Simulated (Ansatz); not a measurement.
Short convergence ladders for CoAl (P4mm, 2 atoms in the cell)

```
CoAl
1.0
    2.85142     0.00000     0.00000
    0.00000     2.85142     0.00000
    0.00000     0.00000     2.85142
Al Co
1 1
Direct
  0.50000   0.50000   0.51753
  0.00000   0.00000   0.00000
```

Base method: PBEsol, default PAW files made with PBE (plane waves; Ansatz, a first-principles code).

Base settings: basis.ecutwfc = 30.9 Ry; kpoints.mp_grid.grid = 12 12 12; hamiltonian.xc = pbesol; hamiltonian.pseudopotentials = {kind: paw} (the program's default PAW files); scf.occupations.method = gaussian; scf.occupations.width = 0.0073 Ry.

**The width of Gaussian smearing**

In this ladder: kpoints.mp_grid.grid = 20 20 20.

Narrow widths need finer meshes than wide ones, so the last steps can hold mesh noise.

Only quantities that move along the ladder and can be compared are tabulated; pressure and forces are left out, as mesh noise rules them at narrow widths.

| scf.occupations.width | free energy less the last step's (meV/atom) | energy extrapolated to zero width less the last step's (meV/atom) |
|---|---|---|
| 0.0735 Ry | -142.62 | 27.62 |
| 0.0367 Ry | -27.52 | 2.83 |
| 0.022 Ry | -9.17 | 0.49 |
| 0.0147 Ry | -3.74 | 0.39 |
| 0.0073 Ry | -0.63 | 0.06 |
| 0.0037 Ry | 0.00 | 0.00 |

Widest scf.occupations.width that holds the energy extrapolated to zero width within 1 meV/atom of the last step, with all finer ones: 0.022 Ry; the step before is off by 2.8 meV/atom.

Widest scf.occupations.width that holds the free energy within 2 meV/atom of the last step, with all finer ones: 0.0073 Ry; the step before is off by 3.7 meV/atom.

The extrapolation to zero width removes most of the smearing's effect on the energy.

**The width of cold smearing**

In this ladder: kpoints.mp_grid.grid = 20 20 20; scf.occupations.method = cold.

Narrow widths need finer meshes than wide ones, so the last steps can hold mesh noise.

Only quantities that move along the ladder and can be compared are tabulated; pressure and forces are left out, as mesh noise rules them at narrow widths.

```tsv
scf.occupations.width	free energy less the last step's (meV/atom)
0.022 Ry	-1.73
0.0147 Ry	-0.64
0.0073 Ry	-0.07
0.0037 Ry	0.00
```

Widest scf.occupations.width that holds the free energy within 1 meV/atom of the last step, with all finer ones: 0.0147 Ry; the step before is off by 1.7 meV/atom.

On the base run: the starting cell has typed, rounded lattice constants, without a prior relaxation at this level. Its lattice was rescaled by up to half a per cent. One atom was moved a little off its site on purpose. Spin polarisation is off. In the base run, with a pressure of about -5 GPa the cell is away from its equilibrium volume at this level. Ansatz's pressure includes its estimate of the finite-basis (Pulay) stress.

Left out of this page: 4 runs of the series outside the window shown, repeating another row's setting, or not comparable; 2 runs of the series unsound by tests on forces, stress, charge or solver warnings.

Keys are those of Ansatz 0.2.
